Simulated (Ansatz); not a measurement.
A self-consistent single point of KCaF3 (P4mm, 5 atoms in the cell) with Ansatz (an electronic-structure program).

Level of theory: LDA (PW92), default PAW files made with PBE (plane waves; Ansatz).

The change in words: 1 x 1 x 1 supercell, one F atom moved by 0.02 angstrom along z; scf.occupations.method: fixed → fermi_dirac; scf.occupations.width: default → 0.05 eV. Reference geometry:
```xyz
5
Lattice="4.4683 0.0000 0.0000 0.0000 4.4683 0.0000 0.0000 0.0000 4.4683" Properties=species:S:1:pos:R:3 pbc="T T T"
K      2.2341     2.2341     2.2341
Ca     0.0000     0.0000     0.0000
F      0.0000     2.2341     0.0000
F      2.2341     0.0000     0.0000
F      0.0000     0.0000     2.2341
```

Reference input (self-consistent single point, DFT, LDA (PW92), plane waves, default PAW files made with PBE): basis.ecutwfc = 420 eV; kpoints.mp_grid.grid = 6 6 6; hamiltonian.xc = lda; hamiltonian.pseudopotentials = {kind: paw} (the program's default PAW files); scf.occupations.method = fixed. This run's input differs from it in these lines:

Ansatz 0.2 input:
```diff
@@ -10,3 +10,3 @@
     - { symbol: F, position: [0.500000, 0.000000, 0.000000] }
-    - { symbol: F, position: [0.000000, 0.000000, 0.500000] }
+    - { symbol: F, position: [0.000000, 0.000000, 0.504476] }
 basis:
@@ -19,3 +19,3 @@
 scf:
-  occupations: { method: fixed }
+  occupations: { method: fermi_dirac, width: 0.05 }
 output:
```

Log, with long lists cut:

```
SCF iter   1: F=—  HF=-5659.030161 eV  |F-HF|=—  |Δ(HF+E_count)|=         —  Δρ=1.66e-2  dr2=1.81e-1  ethr=1.77e-3  ⟨swp⟩=8.6  Hψ=5407  notcnv=0
all-band conjugate gradients solve this SCF's bands
preconditioner: auto → Resta (q_TF=auto, 2.387 Å⁻¹)
SCF iter   2: F=—  HF=-5658.983331 eV  |F-HF|=—  |Δ(HF+E_count)|=   4.68e-2  Δρ=5.82e-3  dr2=1.07e-2  ethr=4.53e-4  ⟨swp⟩=2.2  Hψ=2035  notcnv=0  defer=40
   [... lines left out ...]
SCF iter   4: F=—  HF=-5658.979654 eV  |F-HF|=—  |Δ(HF+E_count)|=   5.93e-4  Δρ=3.06e-4  dr2=6.05e-5  ethr=5.13e-6  ⟨swp⟩=2.0  Hψ=1710  notcnv=0  defer=40
SCF iter   5: F=—  HF=-5658.979652 eV  |F-HF|=—  |Δ(HF+E_count)|=   1.84e-6  Δρ=3.69e-5  dr2=1.03e-6  ethr=1.51e-7  ⟨swp⟩=2.0  Hψ=1753  notcnv=0  defer=40
SCF iter   6: F=—  HF=-5658.979653 eV  |F-HF|=—  |Δ(HF+E_count)|=   9.33e-7  Δρ=2.99e-5  dr2=4.76e-7  ethr=2.50e-10  ⟨swp⟩=8.9  Hψ=4824  notcnv=0
SCF iter   7: F=-5658.979653 eV  HF=-5658.979653 eV  |F-HF|=1.10e-9  |Δ(HF+E_count)|=   1.15e-7  Δρ=3.48e-6  dr2=1.19e-8  ethr=2.50e-10  ⟨swp⟩=2.3  Hψ=3708  notcnv=0
SCF 1 converged in 7 iterations: F = -5658.979653 eV  dr2 = 1.19e-8
Free energy (F): -5658.979653 eV
Internal energy: -5658.979653 eV  (E = F + TS)
E sigma→0 (E₀):  -5658.979653 eV
Fermi energy:    3.809903 eV
--- Forces (eV/Å), atoms counted from 1 ---
  atom   1  K     -0.00000000     0.00000000     0.00744343
  atom   2  Ca    -0.00000000     0.00000000     0.10315603
  atom   3  F     -0.00000000     0.00000000     0.01625109
  atom   4  F      0.00000000     0.00000000     0.01625109
  atom   5  F     -0.00000000     0.00000000    -0.14310187
--- Stress (GPa, compression-positive) ---
       -4.987736       0.000000      -0.000000
        0.000000      -4.987736       0.000000
        0.000000       0.000000      -4.960734
  P = ⅓ Tr σ = -4.9787 GPa (-49.787 kbar)
  The stress holds the Pulay correction. Without it, at fixed plane waves, as pw.x and ABINIT print it: P = -5.5514 GPa
```

The run converged in 7 iterations. Against the reference run the free energy is nearly the same (within 1 meV/atom), the pressure moves little (-4.99 to -4.98 GPa), the largest force goes from 0.000 to 0.143 eV/Å and the gap on the mesh stays at 5.847 eV.

The starting cell comes from a database of computed structures (which also holds hypothetical and non-ambient phases and stackings), without a prior relaxation at this level. Its lattice was rescaled by up to half a per cent. For this run, on top of that: 1 x 1 x 1 supercell, one F atom moved by 0.02 angstrom along z. With a pressure of about -5 GPa the cell is away from its equilibrium volume at this level. Ansatz's pressure includes its estimate of the finite-basis (Pulay) stress. Without the estimate this run gives -5.55 GPa.
